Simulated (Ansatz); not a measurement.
Band structure of Li5NCl2 (R-3m, 8 atoms in the cell).

```
Li5NCl2
1.0
    1.80768     1.04367     9.48404
   -1.80768     1.04367     9.48404
    0.00000    -2.08733     9.48404
Li N Cl
5 1 2
Direct
  0.50000   0.50000   0.50000
  0.93293   0.93293   0.93293
  0.06707   0.06707   0.06707
  0.67438   0.67438   0.67438
  0.32562   0.32562   0.32562
  0.00000   0.00000   0.00000
  0.21822   0.21822   0.21822
  0.78178   0.78178   0.78178
```

Method: LDA (PW92), PAW files made with PBE (plane waves; Ansatz, a program for electronic structure).

Settings: basis.ecutwfc = 30.9 Ry; kpoints.mp_grid.grid = 7 7 7; hamiltonian.xc = lda; hamiltonian.pseudopotentials = {kind: paw} (the program's default PAW files); scf.occupations.method = fixed; kpoints.band_path.path = [[0.0, 0.0, 0.0], [0.5, 0.0, 0.0], [0.5, 0.17473984, -0.17473984]]; kpoints.band_path.npoints = 8.

The starting cell comes from a database of computed structures (which also holds hypothetical and non-ambient phases and stackings), without a prior relaxation at this level.

Task: Predict the gap along the standard path and the places of the band edges.

Result: The gap along the path is 1.94 eV, from Γ to L; the smallest direct gap on it is 2.04 eV. Another conduction valley lies within 0.1 eV, so the order of the valleys is not sure.

Levels in eV from the top of the valence band on the path, bands 14 to 21:
```tsv
point	14	15	16	17	18	19	20	21
Γ	-3.94	-1.72	0.00	0.00	2.04	2.81	4.46	5.22
L	-4.38	-1.75	-0.99	-0.73	1.94	3.97	4.46	4.52
B1	-4.80	-1.58	-1.55	-0.60	3.25	3.72	4.69	4.79
```

Keys are those of Ansatz 0.2.
